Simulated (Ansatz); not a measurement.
Consider W in the bcc (W type) structure (space group Im-3m, No. 229; a = 3.169 Å; relaxed with 0.1 eV smearing). Axes: x, y, z lie along the cube axes.

Method: Ansatz (a quantum-chemistry and plane-wave program) r2SCAN, no spin-orbit coupling.

Before the change:

```
Quantity                        Result
-----------------------------  -------
Band gap                          zero
Shortest interatomic distance  2.744 Å
```

Now apply this change: uniaxial strain ε_zz = −1.50 %, all other strain components held at zero; the atoms relax in the strained cell.

Question: What does the calculation give for the stress after the change?

Answer: The stress (xx, yy, zz, yz, xz, xy; compression positive) is (3.2, 3.2, 8.7, 0.0, 0.0, 0.0) GPa.

Question: How does this affect the energy relative to the base?

Answer: The energy increases by 6.3 meV/atom.

Question: Estimate the effect on the band gap.

Answer: The band gap stays zero.

Question: Predict the new shortest interatomic distance.

Answer: The shortest interatomic distance shrinks by 0.0137 Å, from 2.744 Å to 2.731 Å.

Stability against distortions was not tested. All final runs are without spin polarisation.
